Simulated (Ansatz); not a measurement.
**fcc Ag (0 0 1) on zinc-blende InP (0 0 1) (film strained to the substrate, started from cuts of the bulks and a machine-learned relaxation; slabs In5P6 and Ag12, which can lie off the formulas)**

A periodic stack without vacuum, fcc Ag (0 0 1) on zinc-blende InP (0 0 1) (film strained to the substrate, started from cuts of the bulks and a machine-learned relaxation; slabs In5P6 and Ag12, which can lie off the formulas): substrate slab In5P6, film Ag12, surface cells [[1, 0], [1, 1]] and [[0, -1], [2, 1]], film strained by +1.6 and +1.6 %, outermost planes P/P and Ag/Ag as cut, which need not be the usual terminations and can put a slab off its formula.

The start was prepared with a machine-learned potential, and the result is one local minimum, with the in-plane cell held and forces under 0.04 eV/Å; the film can end far from its bulk form.

All values below come from PBE (plane waves to 420 eV, PAW; Ansatz, a program for electronic structure). Scalar-relativistic, without spin–orbit coupling; the runs are not spin-polarised; PBE gaps are too small against experiment. Its k-point mesh 7×7×1, Fermi–Dirac width 0.05 eV.

| Quantity | Result |
|---|---|
| interface area | 17.8 Å² |
| period | 28.30 Å |
| heights between the nearest atoms of the two slabs at the two interfaces | 1.40 and 1.38 Å |
| Ag–P contacts across the interfaces within 1.22 times the sum of covalent radii | 8, mean 2.59 Å |
| Ag–In contacts across the interfaces within 1.22 times the sum of covalent radii | 2, mean 3.20 Å |
| estimate of the barrier | withheld, since the Fermi level falls at or inside a band of the host, which a slab this thin can't settle |

```yaml
crystal:
  lattice:
    - [4.21436, 0.00000, 0.02476]
    - [-0.00009, 4.21411, 0.07487]
    - [-0.16643, 1.59403, 28.33140]
  atoms:
    - { symbol: In, position: [0.04553, 0.83134, 0.18312] }
    - { symbol: In, position: [0.54492, 0.38266, 0.07779] }
    - { symbol: In, position: [0.04548, 0.72633, 0.39413] }
    - { symbol: In, position: [0.54546, 0.27911, 0.28863] }
    - { symbol: In, position: [0.54605, 0.17675, 0.49942] }
    - { symbol: P, position: [0.04506, 0.35752, 0.13031] }
    - { symbol: P, position: [0.54609, 0.91033, 0.02229] }
    - { symbol: P, position: [0.04561, 0.25212, 0.34140] }
    - { symbol: P, position: [0.54552, 0.80508, 0.23588] }
    - { symbol: P, position: [0.04577, 0.14062, 0.55488] }
    - { symbol: P, position: [0.54556, 0.70186, 0.44695] }
    - { symbol: Ag, position: [0.04604, 0.07609, 0.68097] }
    - { symbol: Ag, position: [0.54600, 0.57586, 0.68217] }
    - { symbol: Ag, position: [0.54590, 0.11123, 0.61234] }
    - { symbol: Ag, position: [0.04599, 0.61553, 0.60421] }
    - { symbol: Ag, position: [0.04598, 0.00541, 0.82374] }
    - { symbol: Ag, position: [0.54596, 0.50472, 0.82463] }
    - { symbol: Ag, position: [0.54587, 0.03999, 0.75299] }
    - { symbol: Ag, position: [0.04591, 0.54024, 0.75271] }
    - { symbol: Ag, position: [0.04613, 0.93130, 0.97337] }
    - { symbol: Ag, position: [0.54606, 0.43654, 0.96454] }
    - { symbol: Ag, position: [0.54618, 0.96965, 0.89600] }
    - { symbol: Ag, position: [0.04605, 0.47037, 0.89489] }
```
